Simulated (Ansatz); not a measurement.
The reference is HgTe in the zinc blende structure (space group F-43m, No. 216; a = 6.573 Å). Axes: x, y, z lie along the cube axes.

The values are results of r2SCAN in Ansatz (plane waves to 500 eV, PAW, without spin-orbit coupling), not measurements.

For the base:

The shortest interatomic distance is 2.846 Å.

The change: a pure shear with ε_xy = ε_yx = 0.0143, atoms relaxed at fixed cell.

Estimate the effect on the shortest interatomic distance.

The shortest interatomic distance falls by 0.004 Å to 2.842 Å.

Predict the new largest internal atomic displacement.

The largest internal atomic displacement comes out as 0.020 Å.

The cells carry an imposed strain or load. Stability against distortions was not tested. The final runs are not spin-polarised.

Ansatz is an electronic-structure program.
